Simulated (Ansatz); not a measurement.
The starting structures come from a database of crystals and need not be the phases stable at ambient conditions.

 Where the default PAW files enter, the runs use the earlier of Ansatz's two default sets.

The decay constant κ of evanescent states in the gap governs leakage through a thin film.

```xyz
14
Lattice="6.5132 0.0000 0.0000 0.0000 6.5132 0.0000 0.0000 0.0000 4.2134" Properties=species:S:1:pos:R:3 pbc="T T T"
Nb     3.2566     0.0000     0.9417
Nb     0.0000     3.2566     3.2718
P      0.0000     0.0000     2.1067
P      3.2566     3.2566     2.1067
O      0.0000     1.2600     2.9925
O      1.9966     3.2566     2.9925
O      0.0000     5.2531     2.9925
O      4.5166     3.2566     2.9925
O      3.2566     1.9966     1.2209
O      5.2531     0.0000     1.2209
O      3.2566     4.5166     1.2209
O      1.2600     0.0000     1.2209
O      0.0000     3.2566     0.8412
O      3.2566     0.0000     3.3722
```

Space group of this cell: P4/nmm. The cell is taken as given; by PBEsol its mean pressure is -6.7 GPa.

Transport runs along the normal of the first two printed cell vectors, the (001) plane of the conventional cell.

The gap is the functional's own. No spin-orbit coupling. Mid-gap values are interpolated on the energy grid.

Task: Predict the band gap and the smallest decay constant κ at mid-gap from PBEsol in Ansatz (a first-principles code).

Result: Gap 3.11 eV on a 6×6×8 mesh; κ = 0.296 1/Å, at the zone centre.
